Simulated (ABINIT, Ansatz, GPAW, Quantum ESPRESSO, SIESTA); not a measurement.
## BeCo (Pm-3m, 2 atoms in the cell) computed with different codes at matched settings

Self-consistent single point.

```yaml
crystal:
  lattice:
    - [2.57175, 0.00000, 0.00000]
    - [0.00000, 2.57175, 0.00000]
    - [0.00000, 0.00000, 2.57175]
  atoms:
    - { symbol: Be, position: [0.00000, 0.00000, 0.00000] }
    - { symbol: Co, position: [0.50000, 0.50000, 0.50000], spin: 3.0 }
```
(The spins are starting values, not results.)

Shared settings, as Ansatz (a first-principles code) writes them: kpoints.mp_grid.grid = 4 4 4; scf.occupations.method = fermi_dirac; scf.occupations.width = 0.0073 Ry. Potentials and cutoffs stand in the table.

```
code                                                                                                                                      model  pressure (GPa)       cutoff
----------------  -----------------------------------------------------------------------------------------------------------------------------  --------------  -----------
ABINIT                                                           PBEsol, norm-conserving pseudopotentials (PseudoDojo nc-sr-04 PBEsol standard)           -4.22      1306 eV
GPAW                                                                                      PBEsol, GPAW PAW datasets PBEsol (made by gpaw-setup)           -3.46       850 eV
Ansatz                                                                                                          PBEsol, PAW files made with PBE           -4.55      default
SIESTA            GGA PBEsol, numerical atomic orbitals DZP, PseudoDojo PBEsol standard norm-conserving potentials (rewritten from UPF to PSML)          -12.56  grid 350 Ry
Quantum ESPRESSO                                                          PBEsol, PseudoDojo standard norm-conserving (PBESOL) pseudopotentials           -4.19       100 Ry
```

On Ansatz's run: the starting moments vanished: the run ended non-magnetic, which need not be the lowest state. The program warned that a starting moment was not kept.

The spread over the programs that give each value: pressure within 9.10 GPa.

SIESTA uses small atom-centred bases, whose incompleteness enters pressures, forces and empty levels differently from a plane-wave cutoff. Ansatz's pressure is given at a fixed set of plane waves, as the other plane-wave codes print theirs; with its correction for the finite basis it is -4.47 GPa. In the pressure, SIESTA (by 8.36) lies more than 1 GPa from the median of the plane-wave programs.

On the base mesh (9 9 9) the same programs gave: Ansatz pressure -1.32 GPa; Quantum ESPRESSO pressure -0.92 GPa; ABINIT pressure -0.95 GPa; GPAW pressure -0.23 GPa; SIESTA pressure -10.67 GPa.

The values differ from the base mesh's, so the mesh still matters here: the table compares the programs at equal settings.

The starting cell comes from a database of computed structures (which also holds hypothetical and non-ambient phases and stackings), without a prior relaxation at this level.

Left out of this page: Elk (not drawn, or without a comparable value).

Keys are those of Ansatz 0.2.
